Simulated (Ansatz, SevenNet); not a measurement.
For CaC₆ (R-3m, No. 166), the machine-learned potential SevenNet-0 (trained on PBE and PBE+U data) gives:

```
Property                Value
-------------------  --------
lattice constant a    4.344 Å
lattice parameter c  13.631 Å
```

Problem. What does HSE06 (PAW; Ansatz, a first-principles code) give for the same quantities?

Solution. 
- lattice constant a: 4.314 Å (drops by 0.7 %)
- lattice parameter c: 13.472 Å (drops by 1.2 %)

Changes are worked out from the printed values.

Unless a cell is named, each level is at its own relaxed cell (SevenNet-0 10.61, HSE06 10.34 Å³/atom).

Caveats: the relaxation could not lower the start's symmetry, so the cell can be a saddle point above a distorted one (SevenNet-0, HSE06). Ansatz's density-functional and Hartree–Fock values are scalar-relativistic unless marked +SOC, with PAW data made under PBE.
